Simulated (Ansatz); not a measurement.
Consider NbAs (space group I4_1md, No. 109; a = 3.4581 Å, c = 11.7643 Å).

Level of theory: r2SCAN in Ansatz (plane waves to 500 eV, PAW, no SOC).

For the base:

- Volume per atom = 17.59 Å³
- c/a ratio = 3.402

The change: full substitution Nb → Be; the structure is relaxed again.

Tabulated Pauling electronegativity and covalent radius: Nb 1.60, 1.64 Å; Be 1.57, 0.96 Å.

**Question.** What happens to the volume per atom?

**Answer.** The volume per atom falls by 3.15 Å³, from 17.59 Å³ to 14.44 Å³.

**Question.** Predict the new c/a ratio.

**Answer.** The c/a ratio falls by 0.228 to 3.174.

Stability against distortions was not tested. As relaxed here, BeAs is a hypothetical phase, not in the database extracts checked. The final runs are not spin-polarised.

Ansatz is an electronic-structure program.
